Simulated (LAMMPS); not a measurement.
Film growth with the substrate temperature varied; first case: 320 Si atoms arriving one at a time, 3 ps apart with 0.2 eV each, on 1066 Å² of the (001) face of Si (diamond structure) held at 340 K.

Method: classical MD, pair style tersoff/mod, file Si.tersoff.mod (LAMMPS).

```json
[
 {"T (K)": "340", "crystalline share": "0.13", "film": "disordered", "roughness": "1.2 Å", "height": "6.6 Å", "below the old surface": "5 of 320"},
 {"T (K)": "590", "crystalline share": "0.74", "film": "crystalline", "roughness": "1.3 Å", "height": "6.3 Å", "below the old surface": "14 of 319"},
 {"T (K)": "840", "crystalline share": "0.93", "film": "crystalline", "roughness": "1.2 Å", "height": "6.1 Å", "below the old surface": "26 of 320"},
 {"T (K)": "1100", "crystalline share": "0.98", "film": "crystalline", "roughness": "1.2 Å", "height": "6.0 Å", "below the old surface": "27 of 318"}
]
```

Caution: growth rates of MD are many orders above those of real deposition.

Caution: the (001) face starts bulk-cut, without dimer rows.
